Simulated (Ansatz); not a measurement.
Ansatz (a first-principles code) run on TePb2Se (P1, 4 atoms in the cell): self-consistent single point.

Computed with LDA (PW92), PAW files made with PBE (plane waves; Ansatz).

The change in words: lattice scaled by 0.98. Reference geometry:
```
CELL_PARAMETERS angstrom
      2.24710     1.29736     7.33500
     -2.24710     1.29736     7.33500
      0.00000    -2.59473     7.33500
ATOMIC_POSITIONS crystal
  Te 0.49703 0.50014 0.50321
  Pb 0.75391 0.73928 0.74052
  Pb 0.25232 0.25663 0.25605
  Se 0.99674 0.00395 0.00021
```

Reference input (self-consistent single point, DFT, LDA (PW92), plane waves, PAW files made with PBE): kpoints.mp_grid.grid = 3 3 3; hamiltonian.xc = lda; hamiltonian.pseudopotentials = {kind: paw} (an earlier, softer set of the program's PAW files); scf.occupations.method = fixed. This run's input differs from it in these lines:

Ansatz 0.2 input:
```diff
@@ -2,10 +2,10 @@
   lattice:
-    - [2.247100, 1.297364, 7.334997]
-    - [-2.247100, 1.297364, 7.334997]
-    - [0.000000, -2.594728, 7.334997]
+    - [2.202158, 1.271417, 7.188297]
+    - [-2.202158, 1.271417, 7.188297]
+    - [0.000000, -2.542833, 7.188297]
   atoms:
-    - { symbol: Te, position_ang: [-0.006973, -0.012007, 11.005290] }
-    - { symbol: Pb, position_ang: [0.032868, 0.015764, 16.384263] }
-    - { symbol: Pb, position_ang: [-0.009701, -0.004098, 5.611295] }
-    - { symbol: Se, position_ang: [-0.016195, 0.000341, 0.006660] }
+    - { symbol: Te, position_ang: [-0.006833, -0.011766, 10.785184] }
+    - { symbol: Pb, position_ang: [0.032211, 0.015450, 16.056578] }
+    - { symbol: Pb, position_ang: [-0.009507, -0.004016, 5.499069] }
+    - { symbol: Se, position_ang: [-0.015871, 0.000334, 0.006527] }
 kpoints:
```

Output (repeated stretches shortened):

```
SCF iter   1: F=—  HF=-35421.757978 eV  |F-HF|=—  |Δ(HF+E_count)|=         —  Δρ=2.97e-2  dr2=4.70e0  ethr=3.10e-3  ⟨swp⟩=5.2  Hψ=1896  notcnv=0  defer=45
all-band conjugate gradients solve this SCF's bands
preconditioner: auto → Resta (q_TF=auto, 2.428 Å⁻¹)
SCF iter   2: F=—  HF=-35420.647987 eV  |F-HF|=—  |Δ(HF+E_count)|=    1.11e0  Δρ=1.13e-2  dr2=3.00e-1  ethr=3.10e-3  ⟨swp⟩=3.6  Hψ=940  notcnv=0  defer=39
   [... lines left out ...]
SCF iter   5: F=—  HF=-35420.543856 eV  |F-HF|=—  |Δ(HF+E_count)|=   3.41e-4  Δρ=5.83e-4  dr2=3.65e-4  ethr=4.73e-6  ⟨swp⟩=2.0  Hψ=939  notcnv=0  defer=56
SCF iter   6: F=—  HF=-35420.543935 eV  |F-HF|=—  |Δ(HF+E_count)|=   7.86e-5  Δρ=7.81e-5  dr2=8.92e-6  ethr=6.08e-7  ⟨swp⟩=1.9  Hψ=547  notcnv=0  defer=53
SCF iter   7: F=—  HF=-35420.543939 eV  |F-HF|=—  |Δ(HF+E_count)|=   3.85e-6  Δρ=1.98e-5  dr2=6.86e-7  ethr=1.49e-8  ⟨swp⟩=2.0  Hψ=901  notcnv=0  defer=35
SCF iter   8: F=-35420.543939 eV  HF=-35420.543939 eV  |F-HF|=6.18e-8  |Δ(HF+E_count)|=   4.27e-8  Δρ=5.55e-6  dr2=6.27e-8  ethr=1.67e-10  ⟨swp⟩=13.0  Hψ=3235  notcnv=0
SCF 1 converged in 8 iterations: F = -35420.543939 eV  dr2 = 6.27e-8
Free energy (F): -35420.543939 eV
Internal energy: -35420.543939 eV  (E = F + TS)
E sigma→0 (E₀):  -35420.543939 eV
Fermi energy:    9.019141 eV
--- Forces (eV/Å), atoms counted from 1 ---
  atom   1  Te    -0.00783528     0.03616933     0.02006184
  atom   2  Pb    -0.06329162    -0.02989727    -0.02768656
  atom   3  Pb     0.05439248     0.02173071     0.00560464
  atom   4  Se     0.01673171    -0.02800429     0.00192128
--- Stress (GPa, compression-positive) ---
       -0.222101       0.042669       0.036567
        0.042669      -0.266436       0.019430
        0.036567       0.019430      -1.142246
  P = ⅓ Tr σ = -0.5436 GPa (-5.436 kbar)
  The stress holds the Pulay correction. Without it, at fixed plane waves, as pw.x and ABINIT print it: P = -0.5734 GPa
```

The run converged in 8 iterations. Against the reference run the free energy falls by 23.1 meV/atom, the pressure goes from -3.23 to -0.54 GPa, the largest force goes from 0.062 to 0.075 eV/Å and the gap on the mesh goes from 0.574 to 0.431 eV.

The starting cell comes from a database of computed structures (which also holds hypothetical and non-ambient phases and stackings), without a prior relaxation at this level. Its atoms were displaced at random from the sites of space group no. 166. For this run, on top of that: lattice scaled by 0.98. Spin-orbit coupling is off. Ansatz's pressure includes its estimate of the finite-basis (Pulay) stress.
